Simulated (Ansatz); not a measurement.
Functionals compared on a constructed model of the (111) surface of fcc Ir, a pseudomorphic layer of Sn in the host's stacking (bottom of the slab: a bare face, its two planes held), in Ansatz (plane waves, PAW). The structure was relaxed with PBE; the other rows are single points on it. Cutoff 420 eV (500 eV for r2SCAN).

Set-up: 7 atoms, 13.6 Å thick at the start with caps and adatoms (thin: gaps and levels are the slab's own); mesh 16x16x1; 0.1 eV smearing; dipole correction on; 2 atoms held, the rest relaxed; held to the start's symmetry, so lower structures may exist; no spin, no spin-orbit, no U. In PBE it lies 0.02 eV a 1x1 cell over the lowest computed structure of the same composition (a pseudomorphic layer of Sn in the other hollow). These notes are the PBE run's.

| functional | work function of the top face (eV) | rough cost of the single point |
|---|---|---|
| PBE | 3.53 | – |
| RPBE | 3.42 | about 12 core-seconds (a rough figure) |
| r2SCAN | 3.60 | about 24 core-seconds (a rough figure) |

Ansatz is an electronic-structure program.
